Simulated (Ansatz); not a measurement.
MgS (P6₃mc, No. 186, 4 atoms in the cell; start mp-1185942; a measured phase of this formula has another space group), treated with r²SCAN in Ansatz (plane waves, PAW).

Input:

Ansatz 0.2 input:
```yaml
crystal:
  lattice:
    - [4.0282219613, 0.0, 0.0]
    - [-2.0141109807, 3.4885425506, 0.0]
    - [0.0, 0.0, 6.4560934383]
  atoms:
    - { symbol: Mg, position: [0.6666666667, 0.3333333333, 0.4971828542] }
    - { symbol: Mg, position: [0.3333333333, 0.6666666667, 0.9971828542] }
    - { symbol: S, position: [0.3333333333, 0.6666666667, 0.3778071458] }
    - { symbol: S, position: [0.6666666667, 0.3333333333, 0.8778071458] }
basis:
  ecutwfc: 560
  ecutrho_ratio: 4
  xc_grid: 3
kpoints:
  mp_grid: { grid: [12, 12, 6] }
  band_path:
    path:
      - [0.0, 0.0, 0.0]
      - [0.055556, 0.0, 0.0]
      - [0.111111, 0.0, 0.0]
      - [0.166667, 0.0, 0.0]
      - [0.222222, 0.0, 0.0]
      - [0.277778, 0.0, 0.0]
      - [0.333333, 0.0, 0.0]
      - [0.388889, 0.0, 0.0]
      - [0.444444, 0.0, 0.0]
      - [0.5, 0.0, 0.0]
      - [0.458333, 0.083333, 0.0]
      - [0.416667, 0.166667, 0.0]
      - [0.375, 0.25, 0.0]
      - [0.333333, 0.333333, 0.0]
      - [0.3, 0.3, 0.0]
      - [0.266667, 0.266667, 0.0]
      - [0.233333, 0.233333, 0.0]
      - [0.2, 0.2, 0.0]
      - [0.166667, 0.166667, 0.0]
      - [0.133333, 0.133333, 0.0]
      - [0.1, 0.1, 0.0]
      - [0.066667, 0.066667, 0.0]
      - [0.033333, 0.033333, 0.0]
      - [0.0, 0.0, 0.125]
      - [0.0, 0.0, 0.25]
      - [0.0, 0.0, 0.375]
      - [0.0, 0.0, 0.5]
      - [0.055556, 0.0, 0.5]
      - [0.111111, 0.0, 0.5]
      - [0.166667, 0.0, 0.5]
      - [0.222222, 0.0, 0.5]
      - [0.277778, 0.0, 0.5]
      - [0.333333, 0.0, 0.5]
      - [0.388889, 0.0, 0.5]
      - [0.444444, 0.0, 0.5]
      - [0.5, 0.0, 0.5]
      - [0.458333, 0.083333, 0.5]
      - [0.416667, 0.166667, 0.5]
      - [0.375, 0.25, 0.5]
      - [0.333333, 0.333333, 0.5]
      - [0.3, 0.3, 0.5]
      - [0.266667, 0.266667, 0.5]
      - [0.233333, 0.233333, 0.5]
      - [0.2, 0.2, 0.5]
      - [0.166667, 0.166667, 0.5]
      - [0.133333, 0.133333, 0.5]
      - [0.1, 0.1, 0.5]
      - [0.066667, 0.066667, 0.5]
      - [0.033333, 0.033333, 0.5]
      - [0.5, 0.0, 0.375]
      - [0.5, 0.0, 0.25]
      - [0.5, 0.0, 0.125]
      - [0.333333, 0.333333, 0.375]
      - [0.333333, 0.333333, 0.25]
      - [0.333333, 0.333333, 0.125]
    npoints: 1
hamiltonian:
  xc: r2scan
  dispersion: none
  pseudopotentials: { kind: paw }
scf:
  occupations: { method: fermi_dirac, width: 0.01 }
  convergence: { dr2_threshold: 0.0000000004 }
output:
  forces: true
  stress: true
  eigenvalues: true
  write_bands: true
```

Output (set-up and result lines):

```
Crystal: 4 atoms, lattice volume = 90.725 Å³
Basis set: ecut = 560 eV, 2755 PW (Γ), exchange–correlation on 96×96×150 points (27 copies of the dense FFT grid, shifted against one another)
Bands: 20, of which v1, the nominal top of the filled ones, is band 16 counted from 1 (15 counted from 0)
Symmetry: 12 space group operations
Space group: P63mc (ITA 186), of the structure as read, at distance tolerance 4.5e-5 Å
k-points: 76 of 864 (time reversal used)
Functional: x = r2scan, c = r2scan; τ floored in thin density (d = 2e-4 eV/Å³)
SCF iter   1: F=—  HF=-5671.009691 eV  |F-HF|=—  |Δ(HF+E_count)|=         —  Δρ=6.08e-3  dr2=1.25e-2  dr2_τ=1.39e-2
SCF iter   2: F=—  HF=-5671.063900 eV  |F-HF|=—  |Δ(HF+E_count)|=   5.42e-2  Δρ=2.83e-3  dr2=4.17e-3  dr2_τ=1.18e-4
  ...
SCF iter   6: F=—  HF=-5671.064391 eV  |F-HF|=—  |Δ(HF+E_count)|=   1.54e-6  Δρ=3.23e-6  dr2=1.23e-8  dr2_τ=3.67e-10
SCF iter   7: F=-5671.064391 eV  HF=-5671.064391 eV  |F-HF|=1.78e-10  |Δ(HF+E_count)|=   1.11e-8  Δρ=5.40e-7  dr2=2.84e-10  dr2_τ=1.33e-11
SCF 1 converged in 7 iterations: F = -5671.064391 eV  dr2 = 2.84e-10
SCF converged after 7 iterations
Free energy (F): -5671.064391 eV
Internal energy: -5671.064391 eV  (E = F + TS)
E sigma→0 (E₀):  -5671.064391 eV
Fermi energy:    5.012157 eV
--- Forces (eV/Å), atoms counted from 1 ---
  atom   1  Mg     0.00000000     0.00000000    -0.00138512
  atom   2  Mg     0.00000000    -0.00000000    -0.00138512
  atom   3  S      0.00000000    -0.00000000     0.00075879
  atom   4  S     -0.00000000     0.00000000     0.00075879
--- Stress (GPa, compression-positive) ---
        0.002189      -0.000000       0.000000
       -0.000000       0.002189       0.000000
        0.000000       0.000000       0.004498
  P = ⅓ Tr σ = 0.0030 GPa (0.030 kbar)
```

The PAW data were made under PBE.

A start named mp-… is a Materials Project structure, which need not be a measured phase.

Ansatz is a quantum-chemistry and plane-wave program.
